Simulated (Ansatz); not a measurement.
Consider BiSb in the zinc blende structure (space group F-43m, No. 216; a hypothetical phase, not in the database extracts checked; relaxed with 0.1 eV smearing).

```yaml
crystal:
  lattice:
    - [0.00000, 3.57094, 3.57094]
    - [3.57094, 0.00000, 3.57094]
    - [3.57094, 3.57094, 0.00000]
  atoms:
    - { symbol: Sb, position: [0.75000, 0.75000, 0.75000] }
    - { symbol: Bi, position: [0.00000, 0.00000, 0.00000] }
```

Cartesian axes are those of the cell as printed.

All numbers come from Kohn–Sham DFT with the PBE functional, run in Ansatz (a first-principles code) with PAW and 420 eV plane waves, without spin-orbit coupling.

It is then changed as follows: biaxial strain +4.18 %, plane normal [001], relaxed out of plane (Cartesian); in-plane vectors clamped, the third vector and the atoms free.

**Question.** What happens to the out-of-plane strain and in-plane stress?

**Answer.** The out-of-plane strain amounts to -9.44 %; the mean in-plane stress (compression positive) is 0.0 GPa.

No phonon test of stability was made. All final runs are without spin polarisation.
